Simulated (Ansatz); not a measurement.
Ansatz (a program for electronic structure), DFT, PBE, plane waves, its default PAW files: Cu(100) slab of 6 layers, 1x1, O adatom, atoms displaced (Cu6O), unrelaxed, 7 atoms. Basis and mesh were picked for this test and aren't claimed converged.

cell: 2.56, 2.56, 20.64 Å; 90, 90, 90°
distance to the nearest atom: 1.99 to 2.56 Å
task: single point
k mesh: 10×10×1
hamiltonian.xc: pbe
kind of files: paw
scf.occupations.method: fermi_dirac
scf.occupations.width: 0.1 eV
scf.initial_density.chi_scale: 0.1
output.forces: true
binding of workers (--pin): off
k-point pools (--kpoint-pools): 1
memory maximum (--max-ram): 8GiB
accuracy: medium (default)
basis.precision: auto (default)
basis.xc_grid: 2 (default)
scf.eigensolver.kind: auto (default)
scf.convergence.dr2_threshold: 1e-07 (default)
scf.lower_state_search: light (default)
k-points after symmetry: 52
bands at the start: 68
electrons: 120
plane waves at Γ: 2665
cutoff (eV): 420
FFT grid: 18×18×144
symmetry operations: 1

Settings of this run: scf.mixing.algorithm = broyden, scf.mixing.preconditioner = auto, scf.mixing.beta = 1; 4 threads.

```tsv
iteration	dr2 (eV)	Hψ
1	1.46e4	32862
2	4.02e5	240068
3	1.90e5	151057
4	2.72e3	159648
5	2.47e4	30909
6	2.51e4	16327
7	2.30e4	8464
8	1.97e4	20645
9	4.94e3	19304
10	4.96e3	5661
11	1.88e4	57806
12	2.75e3	44304
13	1.57e3	19554
14	1.07e3	15651
…	…	…
22	6.76e1	10791
23	2.55e1	9961
24	2.45e2	10696
25	1.23e1	9645
26	3.80e0	9377
27	1.69e0	5268
28	1.65e0	5692
29	7.72e-1	5326
…	…	…
35	9.05e-4	5280
36	1.45e-4	5159
37	9.53e-5	6976
38	3.66e-5	5453
39	1.90e-6	5360
40	5.50e-7	5911
41	2.66e-7	5415
42	3.90e-8	21438
```

It converged after 42 SCF iterations.

### Question
Which change of one setting makes this cycle converge in far fewer steps?

### Answer
One answer among several that fit: scf.mixing.beta = 0.3 (21 SCF iterations), all else kept. The other changes of this size gave: scf.mixing.beta = 0.7 (36); scf.mixing.beta = not set (42); scf.mixing.beta = 0.1 (47). In that run the program took: scf.mixing.preconditioner LDOS, scf.eigensolver.kind band_cg, --slots 4. The change moves the result by: energy under 0.001 meV/atom, forces (largest component) 0.039 meV/Å. Counts are of single runs.

Keys are those of Ansatz 0.2.
